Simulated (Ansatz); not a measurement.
The starting structures come from a database of crystals and need not be the phases stable at ambient conditions.

The decay constant κ of evanescent states in the gap governs leakage through a thin film.

Here is the system:

```yaml
crystal:
  lattice:
    - [3.88061, 0.00000, 0.00000]
    - [0.00000, 5.64130, 0.00000]
    - [0.00000, 0.00000, 5.69049]
  atoms:
    - { symbol: La, position: [0.00000, 0.25000, 0.76572] }
    - { symbol: La, position: [0.00000, 0.75000, 0.23428] }
    - { symbol: Ti, position: [0.50000, 0.25000, 0.26918] }
    - { symbol: Ti, position: [0.50000, 0.75000, 0.73082] }
    - { symbol: N, position: [0.50000, 0.00000, 0.50000] }
    - { symbol: N, position: [0.50000, 0.50000, 0.50000] }
    - { symbol: O, position: [0.50000, 0.00000, 0.00000] }
    - { symbol: O, position: [0.50000, 0.50000, 0.00000] }
    - { symbol: O, position: [0.00000, 0.75000, 0.78055] }
    - { symbol: O, position: [0.00000, 0.25000, 0.21945] }
```

Space group of this cell: Pmma. The cell is taken as given; by r2SCAN its mean pressure is -3.1 GPa.

Transport runs along the normal of the first two printed cell vectors.

The gap is the functional's own, uncorrected, and κ follows it; spin-orbit coupling is left out. Mid-gap values are interpolated between the computed energies.

Task: State the band gap and the smallest decay constant κ at mid-gap according to r2SCAN run with Ansatz (a program for electronic structure).

Result: Gap 1.08 eV on a 8×6×6 mesh; κ = 0.188 1/Å, at the zone centre.
